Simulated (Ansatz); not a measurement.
The starting structures come from a database of crystals and need not be the phases stable at ambient conditions.

Consider the following.

```xyz
12
Lattice="4.1103 0.0000 0.0000 -2.0552 6.7199 0.0000 0.0000 0.0000 5.6278" Properties=species:S:1:pos:R:3 pbc="T T T"
Ba     2.0552     1.8139     4.2208
Ba     0.0000     4.9060     1.4069
Mg     2.0552     5.3956     4.2208
Mg     0.0000     1.3243     1.4069
H      2.0552     4.1427     5.6029
H      0.0000     2.5772     0.0249
H      0.0000     2.5772     2.7890
H      2.0552     4.1427     2.8387
H      0.0000     5.5868     4.2208
H      2.0552     1.1330     1.4069
H      0.0000     0.0000     0.0000
H      0.0000     0.0000     2.8139
```

The cell was relaxed by PBE-D3(BJ); by r2SCAN it stands under a pressure of 1.4 GPa.

Transport runs along the normal of the first two printed cell vectors.

The gap is the functional's own. No spin-orbit coupling. Mid-gap values are those at the computed energy nearest the middle.

State the band gap and the smallest decay constant κ at mid-gap according to r2SCAN run with Ansatz (an electronic-structure program).

Gap 2.73 eV on a 8×8×6 mesh; κ = 0.297 1/Å, at (0.000, 0.500) of the in-plane reciprocal vectors. At the zone centre the slowest state has κ = 0.36 1/Å.
